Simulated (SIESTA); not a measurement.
A self-consistent single point of CsCaH3 (P4mm, 5 atoms in the cell) with SIESTA

Computed with SIESTA with LDA PW92, numerical atomic orbitals DZP, PseudoDojo LDA standard norm-conserving potentials (rewritten from UPF to PSML).

Input as run:

```
# files in the folder: Cs.psml Ca.psml H.psml (PseudoDojo LDA standard)
SystemName  CsCaH3
SystemLabel cscah3

NumberOfAtoms                5
NumberOfSpecies              3
%block ChemicalSpeciesLabel
  1 55 Cs
  2 20 Ca
  3 1 H
%endblock ChemicalSpeciesLabel
LatticeConstant              1.0 Ang
%block LatticeVectors
     4.598084000    0.000000000    0.000000000
     0.000000000    4.598084000    0.000000000
     0.000000000    0.000000000    4.598084000
%endblock LatticeVectors
AtomicCoordinatesFormat      Bohr
%block AtomicCoordinatesAndAtomicSpecies
     0.000000000    0.000000000    0.094485485  1
     4.344559729    4.344559729    4.344559729  2
     4.344559729    0.000000000    4.344559729  3
     0.000000000    4.344559729    4.344559729  3
     4.344559729    4.344559729    0.000000000  3
%endblock AtomicCoordinatesAndAtomicSpecies

XC.functional                LDA
XC.authors                   PW92
PAO.BasisSize                DZP
PAO.EnergyShift              0.01 Ry
MeshCutoff                   400 Ry
%block kgrid.MonkhorstPack
    6   0   0  0.0
    0   6   0  0.0
    0   0   6  0.0
%endblock kgrid.MonkhorstPack
OccupationFunction           FD
ElectronicTemperature        10 K

MaxSCFIterations             150
SCF.Mixer.Method             Pulay
SCF.Mixer.Weight             0.2
SCF.Mixer.History            6
SCF.DM.Tolerance             1.0E-04
Diag.ParallelOverK           true
WriteForces                  true
```

Output (repeated stretches shortened):

```
reinit: Reading from file input.fdf

reinit: System Name: CsCaH3
reinit: System Label: cscah3

coor:   Atomic-coordinates input format  =     Cartesian coordinates
coor:                                            (in Bohr units)

siesta: Atomic coordinates (Bohr) and species
siesta:      0.00000   0.00000   0.09449  1        1
siesta:      4.34456   4.34456   4.34456  2        2
siesta:      4.34456   0.00000   4.34456  3        3
siesta:      0.00000   4.34456   4.34456  3        4
siesta:      4.34456   4.34456   0.00000  3        5

siesta: System type = bulk

initatomlists: Number of atoms, orbitals, and projectors:      5    33    51

siesta: ******************** Simulation parameters ****************************
redata: Spin configuration                          = none
redata: Time-Reversal Symmetry                      = T
redata: Number of Atomic Species                    =        3
redata: Mesh Cutoff                                 =   400.0000 Ry
redata: Net charge of the system                    =     0.0000 |e|
redata: Min. number of SCF Iter                     =        0
redata: Max. number of SCF Iter                     =      150
redata: SCF convergence failure will abort job
redata: SCF mix quantity                            = Hamiltonian
redata: Mix DM or H after convergence               =   F
redata: Recompute H after scf cycle                 =   F
redata: Mix DM in first SCF step                    =   T
redata: No kicks to SCF
redata: DM Mixing Weight for Kicks                  =     0.5000
redata: Require Harris convergence for SCF          =   F
redata: Harris energy tolerance for SCF             =     0.000100 eV
redata: Require DM convergence for SCF              =   T
redata: DM tolerance for SCF                        =     0.000100
redata: Require EDM convergence for SCF             =   F
redata: EDM tolerance for SCF                       =     0.001000 eV
redata: Require H convergence for SCF               =   T
redata: Hamiltonian tolerance for SCF               =     0.001000 eV
redata: Require (free) Energy convergence for SCF   =   F
redata: (free) Energy tolerance for SCF             =     0.000100 eV
redata: Using DFT-D3 dispersion                     =   F
redata: Using Saved Data (generic)                  =   F
redata: Method of Calculation                       = Diagonalization
redata: Electronic Temperature                      =    10.0000 K
redata: Number of TDED substeps                     =        3
redata: Dynamics option                             = Single-point calculation
redata: Save all siesta data in one NC              =   F
redata: ***********************************************************************

%block SCF.Mixers
  Pulay
%endblock SCF.Mixers

%block SCF.Mixer.Pulay
  # Mixing method
  method pulay
  variant stable

  # Mixing options
  weight 0.2000
  weight.linear 0.2000
  history 6
%endblock SCF.Mixer.Pulay

DM_history_depth set to one: no extrapolation allowed by default for geometry relaxation
Size of DM history Fstack: 1
Total number of electrons:    22.000000
Total ionic charge:    22.000000

* ProcessorY, Blocksize:    1  34

* Orbital distribution balance (max,min):    33    33

k-point displ. along   1 input, could be:     0.00    0.50
k-point displ. along   2 input, could be:     0.00    0.50
k-point displ. along   3 input, could be:     0.00    0.50
 Kpoints in:          144 . Kpoints trimmed:          132

siesta: k-grid: Number of k-points = 132
siesta: k-points from Monkhorst-Pack grid
siesta: k-cutoff (effective) =    13.794 Ang
siesta: k-point supercell and displacements
siesta: k-grid:     6     0     0      0.000
siesta: k-grid:     0     6     0      0.000
siesta: k-grid:     0     0     6      0.000

diag: Algorithm                                     = D&C
diag: Parallel over k                               =   F
diag: Use parallel 2D distribution                  =   F
diag: Parallel block-size                           = 34
diag: Parallel distribution                         =     1 x     1
diag: Used triangular part                          = Lower
diag: Absolute tolerance                            =  0.100E-15
diag: Orthogonalization factor                      =  0.100E-05
diag: Memory factor                                 =  1.0000

superc: Internal auxiliary supercell:     5 x     5 x     5  =     125
superc: Number of atoms, orbitals, and projectors:    625   4125   6375

                        Single-point calculation

superc: Internal auxiliary supercell:     5 x     5 x     5  =     125
superc: Number of atoms, orbitals, and projectors:    625   4125   6375

outcell: Unit cell vectors (Ang):
        4.598084    0.000000    0.000000
        0.000000    4.598084    0.000000
        0.000000    0.000000    4.598084

outcell: Cell vector modules (Ang)   :    4.598084    4.598084    4.598084
outcell: Cell angles (23,13,12) (deg):     90.0000     90.0000     90.0000
outcell: Cell volume (Ang**3)        :     97.2144
new_DM -- step:     1
Initializing Density Matrix...

Attempting to read DM from file... Failed...
DM filled with atomic data:

InitMesh: MESH = 60 x 60 x 60 = 216000
InitMesh: Mesh cutoff (required, used) =   400.000   470.599 Ry

stepf: Fermi-Dirac step function

        iscf     Eharris(eV)        E_KS(eV)     FreeEng(eV)     dDmax    Ef(eV) dHmax(eV)
   scf:    1    -1729.811477    -1735.112503    -1735.112503  1.447916 -2.920750  4.017853
   scf:    2    -1736.566714    -1735.867710    -1735.867710  0.080890 -3.462422  2.700486
   scf:    3    -1736.896266    -1736.498140    -1736.498140  0.229244 -4.660337  0.323025
   scf:    4    -1736.499168    -1736.498795    -1736.498795  0.010669 -4.889919  0.050344
   scf:    5    -1736.499074    -1736.498970    -1736.498970  0.006099 -4.891990  0.005322
   scf:    6    -1736.498975    -1736.498973    -1736.498973  0.000693 -4.892731  0.000767
   scf:    7    -1736.498972    -1736.498973    -1736.498973  0.000107 -4.893736  0.001320
   scf:    8    -1736.498973    -1736.498973    -1736.498973  0.000064 -4.892906  0.000267

SCF Convergence by DM+H criterion
max |DM_out - DM_in|         :     0.0000643691
max |H_out - H_in|      (eV) :     0.0002674666
SCF cycle converged after 8 iterations

Using DM_out to compute the final energy and forces

siesta: E_KS(eV) =            -1736.4990

siesta: E_KS - E_eggbox =     -1736.4990

siesta: Atomic forces (eV/Ang):
     1    0.000000    0.000000   -0.102444
     2    0.000000    0.000000    0.065406
     3    0.000000    0.000000    0.007795
     4    0.000000    0.000000    0.007795
     5    0.000000    0.000000    0.021420
   Tot    0.000000    0.000000   -0.000029
   Max    0.102444
   Res    0.031993    sqrt( Sum f_i^2 / 3N )
   Max    0.102444    constrained

Stress tensor Voigt[x,y,z,yz,xz,xy] (kbar):       -2.23       -2.23       -2.21       -0.00       -0.00       -0.00
(Free)E + p*V (eV/cell)    -1736.3641
Target enthalpy (eV/cell)    -1736.4990

siesta: Program's energy decomposition (eV):
siesta: Ebs     =      -444.808090
siesta: Eions   =      2718.070889
siesta: Ena     =       664.418067
siesta: Ekin    =       536.956675
siesta: Enl     =       171.232003
siesta: Eso     =         0.000000
siesta: Edftu   =         0.000000
siesta: DEna    =        17.444126
siesta: DUscf   =         2.058551
siesta: DUext   =         0.000000
siesta: Ex      =      -364.866592
siesta: Ec      =       -45.670915
siesta: Exc     =      -410.537507
siesta: Eharris =     -1736.498973
siesta: Etot    =     -1736.498973
siesta: FreeEng =     -1736.498973

siesta: Atomic forces (eV/Ang):
siesta:      1    0.000000    0.000000   -0.102444
siesta:      2    0.000000    0.000000    0.065406
siesta:      3    0.000000    0.000000    0.007795
siesta:      4    0.000000    0.000000    0.007795
siesta:      5    0.000000    0.000000    0.021420
siesta: ----------------------------------------
siesta:    Tot    0.000000    0.000000   -0.000029

siesta: Stress tensor (static) (eV/Ang**3):
siesta:    -0.001390   -0.000000   -0.000000
siesta:    -0.000000   -0.001390   -0.000000
siesta:    -0.000000   -0.000000   -0.001381

siesta: Cell volume =         97.214423 Ang**3

siesta: Pressure (static):
siesta:                Solid            Molecule  Units
siesta:           0.00001511          0.00000835  Ry/Bohr**3
siesta:           0.00138732          0.00076626  eV/Ang**3
siesta:           2.22273789          1.22768509  kBar
```

The run converged in 8 iterations.

The starting cell comes from a database of computed structures (which also holds hypothetical and non-ambient phases and stackings), without a prior relaxation at this level. Its lattice was rescaled by up to half a per cent. One atom was moved a little off its site on purpose. Values carry the incompleteness of an atom-centred basis.
